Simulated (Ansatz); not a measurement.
## How far PBE and PBEsol part for hypothetical rock salt SnC, 7 layers

Take SnC in the rock salt structure (space group Fm-3m, No. 225; a = 4.800 Å; a hypothetical phase, not in the database extracts checked) as the base. Axes: x, y, z lie along the cube axes.

(Cell as relaxed with PBE.)

Levels (all Ansatz, a program for electronic structure, PAW): PBE (420 eV, no spin-orbit coupling); PBEsol (420 eV, no spin-orbit coupling).

Each level relaxes its own structure.

| base | PBE | PBEsol |
|---|---|---|
| volume per atom | 13.82 Å³ | 13.35 Å³ |
| lattice parameter a | 4.800 Å | 4.745 Å |
| band gap | zero | zero |

The change: a free-standing slab of 7 layers (14 atoms, 2 a layer) is cut normal to the z axis, with 15 Å of vacuum and the in-plane cell held at bulk.

| quantity | PBE | PBEsol |
|---|---|---|
| excess energy per area of both faces (slab less bulk energy over the cell's area: twice a surface energy) (uncertain by up to 0.2 J/m²) | 1.3 J/m² | (withheld) |
| band gap | zero | (withheld) |
| shortest interatomic distance | 2.341 Å | (withheld) |

Q: What does PBEsol give?

A: 
- excess energy per area of both faces (slab less bulk energy over the cell's area: twice a surface energy) (uncertain by up to 0.2 J/m²), PBEsol: 1.7 J/m²
- band gap, PBEsol: zero
- shortest interatomic distance, PBEsol: 2.321 Å

PBE's excess energy per area of both faces lies 0.4 J/m² below PBEsol's; PBE's shortest interatomic distance lies 0.020 Å above PBEsol's (0.9 %); the two agree on the band gap. Neither level is exact; PBEsol is the comparison here, not a measurement.

The excess energy carries the mismatch between the slab's and the bulk's meshes. No phonon test of stability was made. The final runs are not spin-polarised.
